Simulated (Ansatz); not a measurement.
Structures of equal composition on the (0001) surface of 4H silicon carbide (Si plane on top): (√3x√3)R30° Ge adatom at H3; (√3x√3)R30° Ge adatom at T4. The slabs share one bottom face, and each structure is named by its start. These are constructed structures in small cells; real faces may alloy, dewet or reconstruct in larger ones, and not all known structures of the face are among them. Slabs of about 10 Å with all that they carry, Fermi-Dirac smearing of 0.025 eV. Bottom of the slabs: H caps. Relaxed from the named starts with such symmetry as they have, on meshes of like density; energies extrapolated to zero smearing; no spin-orbit coupling, no U. Spin-polarised runs, if any, are marked in brackets, and their order is one that fits the cell; the others ran without spin. Where a second, spin-polarised start was run, the lower counts.

Host crystal: 4H silicon carbide, with a band gap (PBE, scalar-relativistic without spin-orbit coupling).

All values below come from PBE (plane waves to 420 eV, PAW; Ansatz, a quantum-chemistry and plane-wave program).

Problem. Put the candidates in order of energy per 1x1 cell, lowest first, for PBE.

Solution. (√3x√3)R30° Ge adatom at T4 (0.000 eV [spin, 1.0 μB a cell], a narrow gap of 0.17 eV by band count), (√3x√3)R30° Ge adatom at H3 (0.144 eV [spin, 1.0 μB a cell], gap 0.30 eV on the mesh)
